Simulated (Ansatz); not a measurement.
**Au: strain along the normal**

Au (fcc, Fm-3m, 17.016 Å³/atom at rest) under an equal strain ε in the (111) plane with the normal axis free, as in a coherent film. PBEsol in Ansatz, a plane-wave DFT program (PAW, default set), 420 eV, 28×28×28 Γ-centred mesh, Fermi-Dirac smearing 0.10 eV; ions are relaxed within the symmetry of each cell.

Here s stands for strain and y for normal strain.

| strain (%) | normal strain (%) |
|---|---|
| -1.25 | 1.69 |
| -0.83 | 1.11 |
| -0.42 | 0.56 |
| 0.00 | 0.00 |
| 0.42 | -0.54 |
| 0.83 | -1.08 |
| 1.25 | -1.64 |
| 2.50 | ? |

Taking a straight line for y over the 7 complete rows: Means: s 0, y 0.014. About the means, the sum of products is -6.4422 and the sum of squares of s is 4.8556; the slope is their ratio. Least squares gives y = 0.014 - 1.3268·s. Residuals (row less fit): 0.017, -0.005, -0.011, -0.014, 0.003, 0.007, 0.005; standard error 0.012 (degrees of freedom: 5). The slope, -1.33 ± 0.01, is the elastic response of the normal axis.

**Question.** Predict the withheld y at s = 2.50 from the fit, and compare with the calculation.

**Answer.** y = 0.014 - 1.3268 × 2.50 = -3.303%. The calculation gives -3.35%, 0.047% below the prediction (0.9 % of the range of y in the table). The row lies outside the fitted rows, so this is an extrapolation. From the scatter of the fitted rows alone, a prediction at this place has a standard error of 0.019%, so the miss is 2.5 times that.

One order more doesn't follow all runs of the series either: the slope changes along it. In a metal these values are sensitive to mesh and smearing; energies are taken to zero smearing, stresses follow the free energy. Rows are the converged runs of the series near zero and its far end; series whose fitted rows scatter by over a few per cent of the range, as at a crossing or softening among them, aren't shown in this form. Most that stay on the fit to the last digits aren't either.
